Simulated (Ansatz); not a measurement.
# Cu: biaxial strain +1.25 %, plane normal [111], relaxed out of plane

The reference is Cu in the fcc (Cu type) structure (space group Fm-3m, No. 225; a = 3.5638 Å; relaxed with 0.1 eV smearing). Axes: x, y, z lie along the cube axes.

One thing is altered: tensile biaxial strain of 1.25 % in the plane normal to [111], as in epitaxy on a mismatched substrate; the out-of-plane cell vector and the atoms relax.

Computed with Kohn–Sham DFT with the PBEsol functional, run in Ansatz (an electronic-structure program) with PAW and 420 eV plane waves, without spin-orbit coupling. k-mesh 32×32×32 (Γ-centred); smearing 0.1 eV (Fermi–Dirac).

```csv
quantity,base,changed,shift
volume per atom,11.32 Å³,11.50 Å³,+0.18 Å³
shortest interatomic distance,252.0 pm,251.5 pm,-0.45 pm
energy relative to the base (free energy F),0 meV/atom,+3.4 meV/atom,+3.4 meV/atom
"pressure (mean of the normal stresses, compression positive)",0.0 GPa,-2.5 GPa,-2.5 GPa
band gap,zero,zero,–
out-of-plane strain,–,-0.90 %,–
ratio −ε⊥/ε∥,–,0.72,–
```

Final structure (turned so that z lies along the plane normal):

```
Cu
1.0
    2.55147     0.00000     0.00000
    1.27573     2.20964     0.00000
    1.27573    -0.73655     2.03903
Cu
1
Direct
  0.00000   0.00000   0.00000
```

Cost of the whole job for the changed cell (relaxation, final SCF and bands): roughly 2.5 core-minutes.

Stability against distortions was not tested. All final runs are without spin polarisation.
